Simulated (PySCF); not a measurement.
PySCF 2.14.0, B3LYP/def2-svp: Zn(F)(OH)(NH3)2 ([NH3]->[Zn](<-[NH3])([OH])[F]), 12 atoms. The geometry is a generated start, not checked to be a minimum at this level.

```
Item                                          Result
-------------------------------  -------------------
task                             energy and gradient
method                                         b3lyp
basis                                       def2-svp
mol.max_memory                               7000 MB
mf.init_guess                        minao (default)
mf.DIIS                              CDIIS (default)
mf.diis_space                            8 (default)
mf.conv_tol                          1e-09 (default)
mf.grids.level                           3 (default)
basis functions (reference run)                  122
grid points (reference run)                   145448
```

```xyz
12

Zn    -0.3759     0.3937     0.4108
F     -1.0288     1.4508    -0.7986
O     -0.5197     0.3868     2.1414
H     -0.1347    -0.3392     2.6232
N      1.6299     0.8888    -0.2246
H      2.4726     0.5745     0.2409
H      1.5507     1.8923    -0.1018
H      1.7160     0.7237    -1.2206
N     -1.1813    -1.3367    -0.6068
H     -2.0214    -1.6582    -0.1393
H     -0.6331    -2.1439    -0.8848
H     -1.4743    -0.8326    -1.4399
```
Charge 0, spin multiplicity 1.

The reference run uses exact four-centre integrals. Each setting ran once; only counts and results are compared.

Settings tried, all else as in the reference:
- density fitting of J alone, exact K
- density fitting, auxbasis = autoaux
- density fitting, auxbasis = def2-universal-jfit
- density fitting

Which settings reproduce the reference to 1.0 meV/atom in energy, 10 meV/Å in forces (largest component)?

Within it: density fitting; density fitting, auxbasis = autoaux; density fitting of J alone, exact K. Outside: density fitting, auxbasis = def2-universal-jfit.

```tsv
setting	energy against the reference	difference in forces (largest component)
density fitting	−0.089 meV/atom	0.27 meV/Å
density fitting, auxbasis = autoaux	−0.031 meV/atom	1.9 meV/Å
density fitting of J alone, exact K	−0.30 meV/atom	0.18 meV/Å
density fitting, auxbasis = def2-universal-jfit	+5900 meV/atom	680 meV/Å
```

Total energies are compared; such shifts often cancel in part in energy differences. def2-universal-jfit is made for Coulomb alone and misses functions that exchange needs. No test of the SCF solution's stability was run. Also tried and not ranked: density fitting, auxbasis = def2-universal-jkfit (same energy as a listed run); COSX exchange (sgx_fit, pjs) with fitted J, mf.with_df.grids_level_i = 1, mf.with_df.grids_level_f = 1 (gradient came out as NaN); COSX exchange (sgx_fit, pjs) with fitted J, mf.with_df.grids_level_i = 1, mf.with_df.grids_level_f = 2 (default) (gradient came out as NaN); COSX exchange (sgx_fit, pjs) with fitted J, mf.with_df.grids_level_i = 1, mf.with_df.grids_level_f = 3 (gradient came out as NaN); COSX exchange (sgx_fit, pjs) with fitted J, mf.with_df.grids_level_i = 1, mf.with_df.grids_level_f = 4 (gradient came out as NaN). The tolerance is a choice made for this comparison.
